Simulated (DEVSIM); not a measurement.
Structure: Schottky contact on p-type GaAs, at 400 K.

Layer 1 from the left is GaAs, thickness (μm) 14.0, Na (cm⁻³) 1.4e17, τn (s) 2.1e-9, τp (s) 2.1e-9. Layer 2 from the left is GaAs, thickness (μm) 0.920, Na (cm⁻³) 1.9e18, τn (s) 2.1e-9, τp (s) 2.1e-9.

Left contact: Schottky, work function 4.604 eV, emission velocity 3.2e6 cm/s. Right contact: ohmic. Voltage is applied to the left contact. Recombination: SRH at mid-gap, Auger. Mobility is constant in doping.

Constants are typed, rounded textbook-type inputs, not results; the design itself was drawn at random and stands for no fabricated device. Values at 300 K; Nc and Nv go as T^1.5, mobilities as T to minus their exponent, the gap by Varshni's rule with the affinity fixed.

GaAs: gap (eV) 1.424, affinity (eV) 4.07, permittivity 12.9, Nc (cm⁻³) 4.7e17, Nv (cm⁻³) 9e18, μn (cm²/Vs) 8500, μp (cm²/Vs) 400, T exponent of μn 2.1, T exponent of μp 2.2, Cn (cm⁶/s) 1e-30, Cp (cm⁶/s) 1e-30, Varshni α (eV/K) 0.000541, Varshni β (K) 204.

Model (solved in DEVSIM): 1D drift-diffusion, Boltzmann statistics, complete ionisation; no tunnelling, impact ionisation, image-force lowering or self-heating. Metal contacts follow the ideal Schottky-Mott rule: no Fermi-level pinning, no interface dipoles.

### Question
What does the simulation give for the dark forward voltage at 100 A/cm², the potential step across the device at zero bias, the dark forward voltage at 1 A/cm²?

### Answer
dark forward voltage at 100 A/cm² 0.495 V; potential step across the device at zero bias 0.775 V; dark forward voltage at 1 A/cm² 0.304 V.
